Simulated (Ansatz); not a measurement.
# Ta2O5: pressure series

Start from Ta₂O₅ (space group Pmmn, No. 59; a = 3.838 Å, b = 12.993 Å, c = 3.869 Å; a cell from a computed database, its experimental status unchecked).

Cell and atoms are relaxed at each pressure.

The values are results of PBEsol (Ansatz, a first-principles code; PAW; 420 eV plane waves; without spin-orbit coupling), not measurements.

| change | band gap | volume per atom | smallest direct gap |
|---|---|---|---|
| base | 2.27 eV | 13.78 Å³ | 2.85 eV |
| pressure −2 GPa | 2.29 eV | ___ | 2.89 eV |
| pressure −1 GPa | 2.28 eV | ___ | 2.87 eV |
| pressure 0.3 GPa | 2.27 eV | 13.76 Å³ | 2.85 eV |
| pressure 0.7 GPa | 2.27 eV | ___ | 2.84 eV |
| pressure 3 GPa | 2.24 eV | 13.60 Å³ | 2.80 eV |
| pressure 5 GPa | 2.22 eV | ___ | 2.76 eV |
| pressure 7.5 GPa | 2.22 eV | 13.35 Å³ | 2.75 eV |
| pressure 10 GPa | 2.24 eV | 13.23 Å³ | 2.75 eV |

### Question
Complete the table.

### Answer

- pressure −2 GPa, volume per atom: 13.91 Å³
- pressure −1 GPa, volume per atom: 13.85 Å³
- pressure 0.7 GPa, volume per atom: 13.74 Å³
- pressure 5 GPa, volume per atom: 13.48 Å³

With Ta present, leaving out spin-orbit coupling can change the band edges. Load acts through the strain it causes; cell and atoms are relaxed under it. Stability against distortions was not tested. Competing high-pressure phases were not computed.
